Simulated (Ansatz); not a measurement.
Ansatz (a program for electronic structure) run on NbZn₃ (P4mm, 4 atoms in the cell): self-consistent single point.

Method: LDA (PW92), default PAW files made with PBE (plane waves; Ansatz).

```
NbZn3
1.0
    3.89825     0.00000     0.00000
    0.00000     3.89825     0.00000
    0.00000     0.00000     3.89825
Nb Zn
1 3
Direct
  0.00000   0.00000   0.01283
  0.50000   0.00000   0.50000
  0.00000   0.50000   0.50000
  0.50000   0.50000   0.00000
```

Reference input (self-consistent single point, DFT, LDA (PW92), plane waves, default PAW files made with PBE): basis.ecutwfc = 420 eV; kpoints.mp_grid.grid = 9 9 9; hamiltonian.xc = lda; hamiltonian.pseudopotentials = {kind: paw} (the program's default PAW files); scf.occupations.method = gaussian; scf.occupations.width = 0.1 eV. This run's input differs from it in these lines:

Ansatz 0.2 input:
```diff
@@ -14,3 +14,3 @@
 kpoints:
-  mp_grid: { grid: [9, 9, 9] }
+  mp_grid: { grid: [15, 15, 15] }
 hamiltonian:
@@ -19,3 +19,3 @@
 scf:
-  occupations: { method: gaussian, width: 0.1 }
+  occupations: { method: gaussian, width: 0.2 }
 output:
```

Output (repeated stretches shortened):

```
SCF iter   1: F=—  HF=-14182.101650 eV  |F-HF|=—  |Δ(HF+E_count)|=         —  Δρ=9.79e-3  dr2=8.48e-2  ethr=1.77e-3  ⟨swp⟩=5.1  Hψ=38044  notcnv=0
all-band conjugate gradients solve this SCF's bands
preconditioner: auto → Kerker (q_TF=auto, 2.643 Å⁻¹)
SCF iter   2: F=—  HF=-14182.084754 eV  |F-HF|=—  |Δ(HF+E_count)|=   1.69e-2  Δρ=3.76e-3  dr2=1.44e-2  ethr=1.73e-4  ⟨swp⟩=1.0  Hψ=10944  notcnv=0
   [... lines left out ...]
SCF iter   6: F=—  HF=-14182.081186 eV  |F-HF|=—  |Δ(HF+E_count)|=   2.64e-5  Δρ=6.51e-5  dr2=2.50e-6  ethr=1.53e-7  ⟨swp⟩=2.0  Hψ=13921  notcnv=0
SCF iter   7: F=—  HF=-14182.081185 eV  |F-HF|=—  |Δ(HF+E_count)|=   1.01e-6  Δρ=1.29e-5  dr2=1.02e-7  ethr=5.10e-9  ⟨swp⟩=2.0  Hψ=14260  notcnv=0
SCF iter   8: F=—  HF=-14182.081185 eV  |F-HF|=—  |Δ(HF+E_count)|=   3.56e-8  Δρ=1.75e-5  dr2=9.81e-8  ethr=2.04e-10  ⟨swp⟩=8.6  Hψ=39194  notcnv=0
SCF iter   9: F=-14182.081185 eV  HF=-14182.081185 eV  |F-HF|=1.20e-9  |Δ(HF+E_count)|=   6.27e-8  Δρ=2.35e-6  dr2=1.66e-9  ethr=2.00e-10  ⟨swp⟩=4.6  Hψ=29737  notcnv=0
SCF 1 converged in 9 iterations: F = -14182.081185 eV  dr2 = 1.66e-9
Free energy (F): -14182.081185 eV
Internal energy: -14182.054274 eV  (E = F + TS)
E sigma→0 (E₀):  -14182.067729 eV
Entropy (-TS):   -0.026911 eV (-6.728 meV/atom)
Fermi energy:    13.282683 eV
--- Forces (eV/Å), atoms counted from 1 ---
  atom   1  Nb     0.00000000     0.00000000    -0.54837723
  atom   2  Zn    -0.00000000     0.00000000     0.25307949
  atom   3  Zn    -0.00000000     0.00000000     0.25307949
  atom   4  Zn    -0.00000000     0.00000000     0.04221980
--- Stress (GPa, compression-positive) ---
       -6.331401       0.000000      -0.000000
        0.000000      -6.331401       0.000000
       -0.000000       0.000000      -6.346253
  P = ⅓ Tr σ = -6.3364 GPa (-63.364 kbar)
  The stress holds the Pulay correction. Without it, at fixed plane waves, as pw.x and ABINIT print it: P = -6.3980 GPa
```

The run converged in 9 iterations. Against the reference run the free energy falls by 1.7 meV/atom, the pressure hardly changes (-6.40 to -6.34 GPa) and the largest force moves little (0.550 to 0.548 eV/Å).

The starting cell comes from a database of computed structures (which also holds hypothetical and non-ambient phases and stackings), without a prior relaxation at this level. Its lattice was rescaled by up to half a per cent. One atom was moved a little off its site on purpose. Spin polarisation is off. With a pressure of about -6 GPa the cell is away from its equilibrium volume at this level. Ansatz's pressure includes its estimate of the finite-basis (Pulay) stress.
